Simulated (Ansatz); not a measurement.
**SiC, response to strain**

The parent structure is SiC in the zinc blende structure (space group F-43m, No. 216; a = 4.3797 Å).

Strains are applied to the cell and any free atomic positions relax.

The values are results of Ansatz (a quantum-chemistry and plane-wave program) PBE, spin-orbit coupling left out, earlier PAW set, not measurements.

Notes on the quantities. energy relative to the base: free energy F.

```csv
isotropic strain (%),energy relative to the base (meV/atom)
-5.19,197.4
-0.29,0.5
0,0.0
0.54,1.8
0.55,1.9
0.57,?
0.62,2.4
```

**Question.** Fit ΔE = Aε² + Bε³ (ε in %) to the rows shown and predict the withheld row.

**Answer.** Least squares on the printed values gives A = 6.34 and B = -0.19 meV/atom (largest residual 0.0 meV/atom); this predicts 2.0 meV/atom, and the run gives 2.0 meV/atom, in agreement.

Whether these cells are dynamically stable was not tested.
